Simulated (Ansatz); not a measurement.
An Ansatz (a program for electronic structure) input (Ansatz, PBEsol, PAW, cutoff 420 eV, scalar-relativistic without spin-orbit coupling, earlier PAW set):

Ansatz 0.2 input:
```yaml
crystal:
  lattice:
    - [2.4367990064, 0, 0]
    - [1.2183995032, 2.1103298435, 0]
    - [1.2183995032, -0.7034432812, 2.0911669974]
  atoms:
    - { symbol: Cu, position: [0, 0, 0] }
basis: { ecutwfc: 420, ecutrho_ratio: 4, xc_grid: 2, fft_grid_basis: typed }
kpoints: { mp_grid: { grid: [32, 32, 32] } }
hamiltonian:
  xc: pbesol
  dispersion: none
  pseudopotentials: { azcp: { folder: ./paw }, kind: paw }
scf: { occupations: { method: fermi_dirac, width: 0.1 } }
relax: { f_tol: 0.005, max_steps: 50, cell: { stress_tol: 0.01, fix: [a, b, gamma] } }
output: { forces: true, stress: true }
checkpoint: { write: state.ck, write_every: 1000 }
```

Problem. Which symmetry and how many k-points will the program report, and about how many plane waves at Γ?

Solution. Space group R-3m (ITA 166) with 12 operations, k-points 3009 of 32768, and 199 plane waves at Γ.

Problem. And the final pressure?

Solution. 8.88 GPa (compression positive).

The cells carry an imposed strain or load. No phonon test of stability was made. The final runs are not spin-polarised. The cell was made from Cu in the fcc (Cu type) structure (space group Fm-3m, No. 225) by this change: biaxial strain −3.29 %, plane normal [111], relaxed out of plane.
